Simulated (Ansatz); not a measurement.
The parent structure is Zr in the hcp (Mg type) structure (space group P6_3/mmc, No. 194; a = 3.144 Å, c = 5.093 Å; relaxed with 0.1 eV smearing).

Method: LDA (Ansatz, an electronic-structure program), no SOC.

Base values:

| Item | Result |
|---|---|
| Pressure | 0.0 GPa |
| Band gap | zero |

The change: an isotropic linear strain of +2.50 %; the atoms relax in the strained cell.

Task: How does this affect the energy relative to the base?

Result: The energy rises by 38 meV/atom.

Task: Predict the new pressure.

Result: The pressure (mean of the normal stresses, compression positive) goes from zero to -6.8 GPa.

Task: Estimate the effect on the band gap.

Result: The band gap remains zero.

Whether these cells are dynamically stable was not tested. The final runs are not spin-polarised.
